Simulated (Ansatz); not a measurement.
Base system: GaP in the zinc blende structure (space group F-43m, No. 216).

GaP is taken in the cubic space group F-43m (No. 216), the zinc blende structure, Pearson symbol cF8. Conventional cell: a = 5.5060 Å, b = 5.5060 Å, c = 5.5060 Å, α = 90.00°, β = 90.00°, γ = 90.00°. Ga on 4a is coordinated by 4 P at 2.384 Å (tetrahedral). P on 4d has 4 Ga at 2.384 Å (tetrahedral). (Neighbours: up to the widest gap in distance over summed covalent radii, below 1.35, at either atom; cation-cation and far metal-metal contacts left out.)
(The calculation used a cell of 2 atoms; values per cell refer to that cell.)

All numbers come from PBE (Ansatz, a first-principles code, PAW, no SOC).

Before the change:

- Gap character = direct at Γ

Modification: an isotropic linear strain of −1.50 %, atoms relaxed at fixed cell.

### Question
What does the calculation give for the gap character after the change?

### Answer
The gap character changes from direct at Γ to indirect, Γ → Γ–X (87 % along).

Whether these cells are dynamically stable was not tested. The real GaP has an indirect gap at ambient pressure; PBE orders its close-lying valleys differently.
